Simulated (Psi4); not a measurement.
Psi4 1.11, WB97X/def2-svpd: Mo(O)(F)4 ([O]=[Mo]([F])([F])([F])[F]), 6 atoms. The geometry is a generated start, not checked to be a minimum at this level.

```
Quantity                                                  Result
-------------------------------  -------------------------------
task                                                    gradient
method                                                     wb97x
basis                                                  def2-svpd
memory                                                      7 GB
scf_type                                            df (default)
guess                             auto, which took SAD (default)
diis_max_vecs                                       10 (default)
scf_initial_accelerator                          adiis (default)
e_convergence                                    1e-08 (default)
d_convergence                                    1e-08 (default)
effective core potentials        those of the basis set, past Kr
basis functions (reference run)                              149
grid points (reference run)                              1111585
```

```xyz
6

Mo     0.0789    -0.0457     0.0718
O      1.1645    -0.6722     1.0851
F     -1.1088     0.6383    -1.0292
F      0.0755     1.5818     0.7970
F      1.0271    -0.3287    -1.4099
F     -1.2372    -1.1735     0.4852
```

The reference run has dft_radial_points = 200, dft_spherical_points = 974, dft_pruning_scheme = none (default); it is not itself proven converged. Each setting ran once; only counts and results are compared.

Settings tried, all else as in the reference:
- dft_radial_points = 35, dft_spherical_points = 110
- dft_radial_points = 99, dft_spherical_points = 590, dft_pruning_scheme = treutler
- dft_radial_points = 50, dft_spherical_points = 194
- dft_radial_points = 75 (default), dft_spherical_points = 434
- dft_radial_points = 75 (default), dft_spherical_points = 302 (default), dft_pruning_scheme = treutler
- dft_radial_points = 99, dft_spherical_points = 590
- dft_radial_points = 99, dft_spherical_points = 590, dft_pruning_scheme = robust
- dft_radial_points = 25, dft_spherical_points = 50
- dft_radial_points = 75 (default), dft_spherical_points = 302 (default)
- dft_radial_points = 150, dft_spherical_points = 770

Question: Which settings reproduce the reference to 1.0 meV/atom in energy, 10 meV/Å in forces (largest component)?

Answer: Within it: dft_radial_points = 150, dft_spherical_points = 770. Outside: dft_radial_points = 99, dft_spherical_points = 590, dft_pruning_scheme = robust; dft_radial_points = 99, dft_spherical_points = 590; dft_radial_points = 99, dft_spherical_points = 590, dft_pruning_scheme = treutler; dft_radial_points = 35, dft_spherical_points = 110; dft_radial_points = 50, dft_spherical_points = 194; dft_radial_points = 75 (default), dft_spherical_points = 434; dft_radial_points = 75 (default), dft_spherical_points = 302 (default); dft_radial_points = 75 (default), dft_spherical_points = 302 (default), dft_pruning_scheme = treutler; dft_radial_points = 25, dft_spherical_points = 50.

```
setting                                                                                                grid points  energy against the reference  difference in forces (largest component)
-----------------------------------------------------------------------------------------------------  -----------  ----------------------------  ----------------------------------------
the reference                                                                                              1111585                             —                                         —
dft_radial_points = 150, dft_spherical_points = 770                                                         660015               −0.052 meV/atom                                 4.4 meV/Å
dft_radial_points = 99, dft_spherical_points = 590, dft_pruning_scheme = robust                             252731                 +2.2 meV/atom                                  13 meV/Å
dft_radial_points = 99, dft_spherical_points = 590                                                          336773                 +2.2 meV/atom                                  13 meV/Å
dft_radial_points = 99, dft_spherical_points = 590, dft_pruning_scheme = treutler                           203651                 +2.2 meV/atom                                  13 meV/Å
dft_radial_points = 35, dft_spherical_points = 110                                                           22571                  −13 meV/atom                                 140 meV/Å
dft_radial_points = 50, dft_spherical_points = 194                                                           56806                 +7.5 meV/atom                                 180 meV/Å
dft_radial_points = 75 (default), dft_spherical_points = 434                                                187809                  +19 meV/atom                                  57 meV/Å
dft_radial_points = 75 (default), dft_spherical_points = 302 (default)                                      130774                  +19 meV/atom                                  68 meV/Å
dft_radial_points = 75 (default), dft_spherical_points = 302 (default), dft_pruning_scheme = treutler        82584                  +19 meV/atom                                  68 meV/Å
dft_radial_points = 25, dft_spherical_points = 50                                                             7321                  −73 meV/atom                                 610 meV/Å
```

Total energies are compared; such shifts often cancel in part in energy differences. The gradients leave out the derivatives of the grid weights. No test of the SCF solution's stability was run. Also tried and not ranked: dft_radial_points = 75 (default), dft_spherical_points = 302 (default), dft_pruning_scheme = robust (same energy as a listed run). The tolerance is a choice made for this comparison.
